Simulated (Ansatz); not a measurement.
Li on the 1x1 (111) surface of fcc Cu, one in a 1x1 cell, energies for each (5.7 Å²). Energies are against an atom of bcc Li, without zero-point or thermal terms; each row is named by its start.

Computed with PBE (plane waves to 420 eV, PAW; Ansatz, a program for electronic structure).

Model: 5-atom slab, 6.2 Å thick at the start under the adsorbate (thin: gaps and levels are the slab's own), 12x12x1 mesh, Fermi-Dirac 0.1 eV, dipole correction, 2 atoms held, the rest relaxed; each run with such symmetry as its start has; no spin, no spin-orbit, no U, no dispersion correction.

A negative adsorption energy means that the adsorbate is more stable on the surface than in its reference. Starts that drift may end in the same place. Heights count from the host atoms within 0.3 Å of the top one.

| starting site | E_ads (eV) | height (Å) | nearest host atom (Å) | bonded to | Δ work function (eV) | lateral drift (Å) |
|---|---|---|---|---|---|---|
| top Cu | [?] | 2.36 | Cu 2.36 | Cu | -0.50 | 0.0 |
| hollow Cu-Cu-Cu over Cu at depth 2.1 Å | -0.05 | 2.09 | Cu 2.56 | 3 Cu | -0.67 | 0.0 |
| hollow Cu-Cu-Cu over Cu at depth 4.1 Å | -0.07 | 2.08 | Cu 2.55 | 3 Cu | -0.68 | 0.0 |
| bridge Cu-Cu (span 2.6 Å) | -0.07 | 2.08 | Cu 2.55 | 3 Cu | -0.69 | 0.7 |

### Question
Some entries are withheld; supply them.

### Answer

- top Cu, E_ads (eV): 0.15
